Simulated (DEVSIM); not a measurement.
Device: Ru/Si3N4/p-Si capacitor, at 300 K.

```csv
layer (left to right),material,thickness (nm),Na (cm⁻³)
1,Si3N4,7.60,-
2,Si,1800,2e17
```

Metal gate on the left, work function 4.7 eV. Fixed charge at the semiconductor interface 1e11 cm⁻² (in units of +e); no interface traps.

This is a model device: material constants are rounded textbook-type values typed into the input, and sizes, dopings and lifetimes were drawn at random. Values at 300 K.

```
parameter      Si3N4       Si
-------------  -----  -------
gap (eV)         5.1    1.124
affinity (eV)    2.1     4.05
permittivity     7.5     11.7
Nc (cm⁻³)          -  2.86e19
Nv (cm⁻³)          -   3.1e19
```

Model (solved in DEVSIM): 1D Poisson equation in equilibrium, Boltzmann statistics, complete ionisation; no quantum confinement or tunnelling. Metal contacts follow the ideal Schottky-Mott rule: no Fermi-level pinning, no interface dipoles.

Task: Tabulate band edges, carrier densities and field at 0.3 V on the gate.

Result: Energies count from the Fermi level of the right contact; mesh points crowd at the junctions.

```csv
x (μm),Ec (eV),Ev (eV),n (cm⁻³),p (cm⁻³),field (V/cm)
0.000,2.300,-2.800,< 1e2,< 1e2,230000
0.001136,2.326,-2.773,< 1e2,< 1e2,230000
0.002926,2.368,-2.732,< 1e2,< 1e2,230000
0.005331,2.424,-2.676,< 1e2,< 1e2,230000
0.007232,2.469,-2.631,< 1e2,< 1e2,230000
0.008242,0.538,-0.586,2.6e10,4.4e9,160000
0.01024,0.570,-0.554,7.7e9,1.5e10,160000
0.01624,0.658,-0.466,2.5e8,4.7e11,140000
0.02709,0.790,-0.334,1500000,7.7e13,100000
0.04848,0.945,-0.179,3900,3.0e16,41000
0.09498,0.993,-0.131,590,2.0e17,460
0.2428,0.994,-0.130,580,2.0e17,≈ 0
0.4877,0.994,-0.130,580,2.0e17,≈ 0
0.9946,0.994,-0.130,580,2.0e17,≈ 0
1.504,0.994,-0.130,580,2.0e17,≈ 0
1.659,0.994,-0.130,580,2.0e17,≈ 0
1.738,0.994,-0.130,580,2.0e17,≈ 0
1.774,0.994,-0.130,580,2.0e17,≈ 0
1.796,0.994,-0.130,580,2.0e17,≈ 0
1.802,0.994,-0.130,580,2.0e17,≈ 0
1.806,0.994,-0.130,580,2.0e17,≈ 0
1.808,0.994,-0.130,580,2.0e17,≈ 0
```
